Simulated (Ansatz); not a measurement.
The parent structure is C in the diamond structure (space group Fd-3m, No. 227; a = 3.5716 Å). Axes: x, y, z lie along the cube axes.

Level of theory: DFT with PBE, PAW potentials and a 420 eV plane-wave cutoff in Ansatz (a quantum-chemistry and plane-wave program), no spin-orbit coupling, earlier PAW set.

Before the change:

| Property | Value |
|---|---|
| Smallest direct gap | 5.58 eV |

One thing is altered: biaxial strain +0.21 %, plane normal [110], relaxed out of plane (Cartesian); in-plane vectors clamped, the third vector and the atoms free.

### Question
Predict the new smallest direct gap and out-of-plane strain.

### Answer
The smallest direct gap decreases by 0.06 eV to 5.52 eV; the out-of-plane strain is -0.03 %.

A biaxial case was relaxed in a doubled cell and then solved in the primitive one. No phonon test of stability was made.
